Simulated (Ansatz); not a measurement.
```
CELL_PARAMETERS angstrom
     11.00000     0.00000     0.00000
      0.00000    11.00000     0.00000
      0.00000     0.00000     5.02287
ATOMIC_POSITIONS crystal
  Na 0.50000 0.50000 0.00000
  Cl 0.50000 0.50000 0.50000
```

Levels: PBE (plane waves to 420 eV, PAW; Ansatz, an electronic-structure program); r2SCAN (plane waves to 500 eV, PAW; Ansatz); Ansatz with HSE06. Unmarked values and the geometry are of the first. Mesh 1×1×60. No spin polarisation. Periodic along z alone, with about 11 Å of vacuum beside it. A hypothetical model. It keeps the symmetry and period of its start, so it need not be a minimum against all distortions. Pairing along the axis, which can open a gap, is among the distortions not tried. HSE06 ran on a 1×1×4 mesh and at PBE's edge points. Buckling under compression is shut out by symmetry and the short period.

Question: Give the properties of this body.

Answer: PBE gap: 4.97 eV, indirect, from the zone edge to Γ
electron mass along the axis (PBE): 0.66 mₑ
hole mass along the axis (PBE): 18 mₑ
valence and conduction edges under the vacuum level (PBE): 6.45 and 1.48 eV
r2SCAN gap at this geometry: 5.89 eV
HSE06 gap at this geometry: 6.17 eV
axial stiffness dF/dε: 15 nN
